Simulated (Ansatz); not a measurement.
Cell and atoms of amorphous Hf17O36La:

```xyz
54
Lattice="8.5706 -0.2694 0.0452 -0.2694 8.9015 -0.6504 0.0452 -0.6504 9.3434" Properties=species:S:1:pos:R:3 pbc="T T T"
Hf     2.1549     1.8219     3.3796
Hf     2.1126     2.7447     6.6491
Hf     3.5445     5.2255     3.9383
Hf     2.5614     5.9757     7.5613
Hf     6.2714     6.5690     8.8195
Hf     6.9235     5.9794     2.6298
Hf     5.1799     2.7346     2.4452
Hf     7.8145     0.5054     2.2378
Hf     7.0318     1.2863     5.2492
Hf     3.5022     8.0734     1.4512
Hf     0.8531     8.1471     4.4155
Hf     0.2882     4.8041     4.7830
Hf     3.6700     4.6885     0.5919
Hf     6.1281     7.2555     5.6501
Hf     5.5086     3.9027     6.4682
Hf     5.6943     1.3069     8.6162
Hf     1.3318    -0.0300     8.9415
O      7.9065     7.7476     2.7377
O      7.8897     8.5217    -0.3747
O      6.4665     5.6442     6.9805
O      3.3926     6.2032     2.1226
O      1.0942     1.6105     1.5460
O      3.9600     1.1446     2.6730
O      6.7978     2.0237     0.9566
O      4.1810     2.6083     0.3910
O      6.4654     1.5306     3.3755
O      7.4026     6.0158     0.5983
O      5.4539    -0.1227     5.3066
O      5.6149     8.1659     1.2065
O      1.1140     1.8387     8.1411
O      7.9776    -0.2404     6.2336
O      3.9351     5.6591     6.0678
O      4.3080     6.3996    -0.4374
O      3.1164     3.6639     2.4520
O      1.1655     4.6449     6.7713
O      6.5064     3.1424     8.2568
O      7.4158     3.2879     5.6111
O      1.4817     7.6053     6.7337
O      0.2204     1.4416     3.9884
O      5.8528    -0.7399     8.1645
O      5.5022     4.6388     1.7699
O      7.7931     6.2522     4.7593
O      1.9007     5.3276    -0.1051
O      4.8929     3.6037     4.4570
O      8.1834     4.4040     2.8476
O      2.4963     8.3198    -0.2818
O      1.7753     6.2470     4.3500
O      1.9745     3.5234     4.6566
O      5.5120     1.6898     6.5892
O      1.9437     8.5181     2.7323
O      2.2400     1.0493     5.5554
O      5.3394     6.3434     3.9447
O      3.7334     3.4389     7.5301
La     8.4075     3.9431     0.3297
```

Computed with PBE, scalar-relativistic without spin-orbit coupling (plane waves to 420 eV, PAW; Ansatz, an electronic-structure program). The usual formal charges leave 1 holes over, so the level spacing at the Fermi energy parts defect or band states and needn't be the band gap. In the spin-polarised cell the level spacing at the Fermi energy can part levels of unlike spin.

It comes from a melt-quench run on a machine-learned potential (CHGNet), relaxed afterwards by DFT. O atoms were pushed apart under 1.9 Å during the dynamics, to hinder bonds among them. The hot cell started wider than the set density and was brought back towards it in steps. It is the lowest in DFT energy of 2 quenches. It is a model cell: composition and starting density were chosen by hand, and all elements were melted together. No dispersion term was used. Its density started from a set value of 8.79 and ended at 8.79 g/cm³. The simulated quench (nominally 450 K/ps over its main leg) is rapid and tends to freeze in more defects than a deposited or slowly cooled glass has. One small periodic cell is one sample of the glass; other quenches scatter about these values. The volume was held where the preparation left it and the shape relaxed, at a PBE pressure of 1.0 GPa. Stress components on the final sampling reach 1.9 GPa. Cycles of charging lowered its energy after that relaxation.

Neighbours within Hf-Hf 3.34 Å, Hf-O 2.80 Å, Hf-La 3.65 Å, O-O 1.58 Å, O-La 3.00 Å, La-La 3.96 Å count as bonded. Two cations that share two anions don't count as bonded, nor two that share one unless they lie closer than Hf-Hf 3.25 Å, Hf-La 3.55 Å, La-La 3.85 Å.

Task: Give the coordination numbers, mean bond lengths and angles.

Result: 
```
Item                                                                      Result
---------------------------------  ---------------------------------------------
Mean coordination of Hf by anions  6.41 (3 with 5, 5 with 6, 8 with 7, 1 with 8)
Mean coordination of O                      3.19 (1 with 2, 27 with 3, 8 with 4)
Mean coordination of La by anions                                6.00 (1 with 6)
Mean Hf-O bond                             2.152 Å (spread 0.150 Å, 109 counted)
Mean O-La bond                               2.475 Å (spread 0.109 Å, 6 counted)
Bond angle at Hf                                       mean 102.2°, spread 29.3°
Bond angle at O                                        mean 113.2°, spread 17.2°
Bond angle at La                                       mean 103.0°, spread 28.6°
```

Task: List the pairs of like atoms that count as bonded by the rules above.

Result: There are none by these rules.
